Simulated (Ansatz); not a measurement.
# AlN, pressure series

The reference is AlN in the zinc blende structure (space group F-43m, No. 216).

```
AlN
1.0
    0.00000     2.18491     2.18491
    2.18491     0.00000     2.18491
    2.18491     2.18491     0.00000
N Al
1 1
Direct
  0.75000   0.75000   0.75000
  0.00000   0.00000   0.00000
```

Cell and atoms are relaxed at each pressure.

All numbers come from DFT with r2SCAN, PAW potentials and a 500 eV plane-wave cutoff in Ansatz (a program for electronic structure), without spin-orbit coupling.

```json
[
 {"pressure (GPa)": "-2", "volume per atom (Å³/atom)": "10.532"},
 {"pressure (GPa)": "-1", "volume per atom (Å³/atom)": "10.480"},
 {"pressure (GPa)": "0", "volume per atom (Å³/atom)": "10.430"},
 {"pressure (GPa)": "0.3", "volume per atom (Å³/atom)": "?"},
 {"pressure (GPa)": "0.7", "volume per atom (Å³/atom)": "10.396"},
 {"pressure (GPa)": "3", "volume per atom (Å³/atom)": "10.286"},
 {"pressure (GPa)": "5", "volume per atom (Å³/atom)": "10.195"},
 {"pressure (GPa)": "7.5", "volume per atom (Å³/atom)": "10.087"},
 {"pressure (GPa)": "10", "volume per atom (Å³/atom)": "9.983"}
]
```

Problem. Fit the third-order Birch–Murnaghan form P(V) = (3B₀/2)[(V₀/V)^(7/3) − (V₀/V)^(5/3)]·[1 + (3/4)(B₀′ − 4)((V₀/V)^(2/3) − 1)] (squares taken in P) to the rows shown and predict the withheld row.

Solution. Least squares on the printed values gives V₀ = 10.430 Å³/atom, B₀ = 210 GPa, B₀′ = 3.8; this predicts 10.415 Å³/atom, and the run gives 10.415 Å³/atom, in agreement.

Load acts through the strain it causes; cell and atoms are relaxed under it. No phonon test of stability was made. Tetrahedral semiconductors of this kind turn to denser phases somewhere between about 1 and 50 GPa; those were not computed, so compressed cells here can lie past the real transition. This is not the structure that AlN has at room temperature and ambient pressure.
